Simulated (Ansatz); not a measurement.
```
CELL_PARAMETERS angstrom
      0.00000     1.77968     1.78507
      1.77968     0.00000     1.78507
      1.77968     1.77968     0.00000
ATOMIC_POSITIONS crystal
  C  0.00000 0.00000 0.00000
  C  0.25000 0.25000 0.25000
```

No spin polarisation.

All numbers come from plane-wave PAW DFT at the r2SCAN level (Ansatz, a program for electronic structure, 500 eV), no spin-orbit coupling. Γ-centred 16×16×16 mesh, Fermi–Dirac width 0.05 eV.

Predict the smallest direct gap.

5.86 eV.

What is the computed gap character?

Indirect, Γ → Γ–X (75 % along).

What valence-band top at Γ (three highest levels, from the VBM) does the calculation give?

0.00, 0.00, -0.05 eV.

Predict the band gap.

4.32 eV.

Load acts through the strain it causes; cell and atoms are relaxed under it. Stability under load was not tested beyond the relaxation. The cell was made from C in the diamond structure (space group Fd-3m, No. 227) by this change: uniaxial stress, 3 GPa tension along z.
